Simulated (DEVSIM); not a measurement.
Structure: illuminated Si n-on-p cell, one wavelength, with a back-surface field, at 350 K.

Layer 1 from the left is Si, thickness (μm) 0.800, Nd (cm⁻³) 4.7e18, τn (s) 1.2e-5, τp (s) 1.1e-5, absorption coefficient (cm⁻¹) 4100. Layer 2 from the left is Si, thickness (μm) 26.0, Na (cm⁻³) 1e16, τn (s) 2.1e-5, τp (s) 2.1e-5, absorption coefficient (cm⁻¹) 4100. Layer 3 from the left is Si, thickness (μm) 1.70, Na (cm⁻³) 8.6e18, τn (s) 2.1e-5, τp (s) 2.1e-5, absorption coefficient (cm⁻¹) 4100.

Left contact: ohmic, minority hole recombination velocity 6e6 cm/s. Right contact: ohmic, minority electron recombination velocity 50 cm/s. Voltage is applied to the left contact. Recombination: SRH at mid-gap, radiative, Auger. Gap narrowing is on: ΔEg = 6.92 meV × (l + √(l² + 0.5)), l = ln(N/1.3e17 cm⁻³), shared equally by both band edges. Light enters at the left, 2.2e18 photons cm⁻² s⁻¹, one pass, no reflection. Mobility is μmin + (μ − μmin)/(1 + (N/Nref)^α).

Constants are typed, rounded textbook-type inputs, not results; the design itself was drawn at random and stands for no fabricated device. Values at 300 K; Nc and Nv go as T^1.5, mobilities as T to minus their exponent, the gap by Varshni's rule with the affinity fixed.

Si: gap (eV) 1.124, affinity (eV) 4.05, permittivity 11.7, Nc (cm⁻³) 2.86e19, Nv (cm⁻³) 3.1e19, μn (cm²/Vs) 1417, μp (cm²/Vs) 470, μn,min 52, μp,min 45, Nref,n 9.7e16, Nref,p 2.2e17, αn 0.68, αp 0.72, T exponent of μn 2.3, T exponent of μp 2.2, B (cm³/s) 4.7e-15, Cn (cm⁶/s) 2.8e-31, Cp (cm⁶/s) 9.9e-32, Varshni α (eV/K) 0.000473, Varshni β (K) 636.

Model (solved in DEVSIM): 1D drift-diffusion, Boltzmann statistics, complete ionisation; no tunnelling, impact ionisation, image-force lowering or self-heating.

Dark forward current:

```tsv
|V| (V)	|J| (A/cm²)
0.05	1.175e-8
0.10	5.128e-8
0.15	2.114e-7
0.20	9.401e-7
0.25	4.492e-6
0.30	2.246e-5
0.35	0.0001150
0.40	0.0005963
0.45	0.003104
0.50	0.01606
0.55	0.08035
0.60	0.3758
0.65	1.682
0.70	7.250
0.75	28.86
0.80	103.3
0.85	335.7
0.90	1018
0.95	2791
```

Problem. Work out the local ideality factor n = ΔV / (kT/q · ln(J2/J1)) between the rows 0.15 and 0.20 V, 0.40 and 0.45 V, 0.90 and 0.95 V.

Solution. kT/q = 30.16 mV. From 0.15 to 0.20 V: ln(9.401e-7/2.114e-7) = 1.492, n = 1.11. From 0.40 to 0.45 V: ln(0.003104/0.0005963) = 1.650, n = 1.00, near the 1 of diffusion or emission over a barrier. From 0.90 to 0.95 V: ln(2791/1018) = 1.009, n = 1.64.

Problem. What current could the absorbed light give at most, and what share is collected?

Solution. Σ αd = 11.7, so qΦ(1 − exp(−Σ αd)) = 352 mA/cm². The simulated short-circuit current is 300.5 mA/cm², a share of 0.85.

Problem. Estimate the open-circuit voltage by superposition: the voltage at which the dark current equals that short-circuit current.

Solution. Interpolating ln J in the table gives 0.593 V. The simulation gives 0.592 V, the same within the digits that matter. Superposition holds where collection doesn't change with voltage.

Problem. Estimate the fill factor from FF0 = (v − ln(v + 0.72))/(v + 1), v = qVoc/(nkT), with n from the dark curve.

Solution. The rows about Voc, 0.55 and 0.60 V, give n = 1.07, so v = 18.3 and FF0 = 0.795. The simulation gives 0.798, the same within the digits that matter.
